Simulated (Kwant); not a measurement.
Device: armchair graphene on boron nitride (staggered potential) ribbon with Kane-Mele spin-orbit coupling. 15 dimer lines, bond 0.142 nm, hopping 2.7 eV, scattering region 4.2 nm long; sites with one neighbour are removed; energy swept from -0.85 to 0.85 eV from the neutrality point. Staggered potential ±Δ on the two sublattices, Δ = 0.26 eV. Second-neighbour term iλ/(3√3) ν σz with λ = 0.16 eV, Rashba hopping 0 eV, exchange ±0 eV σz in the scattering region alone; these strengths are model values, not the material's.

The device is made up for the run: typed textbook-type constants, with dimensions and the other settings drawn at random.

Model: nearest-neighbour tight-binding model of a honeycomb sheet with an imaginary second-neighbour term, both spins, coherent transport at 0 K (Kwant). Conductance is in e²/h.

### Question
Is the sheet in its topological phase, how wide is its bulk gap, and what conductance is due inside it?

### Answer
At the two valleys the masses are λ ± Δ = 0.420 and -0.100 eV; the bulk gap is 2|λ − Δ| = 0.200 eV. λ < Δ, so the phase is trivial, and the gap gives G = 0. Simulated at 0.0283 eV: 0 e²/h.
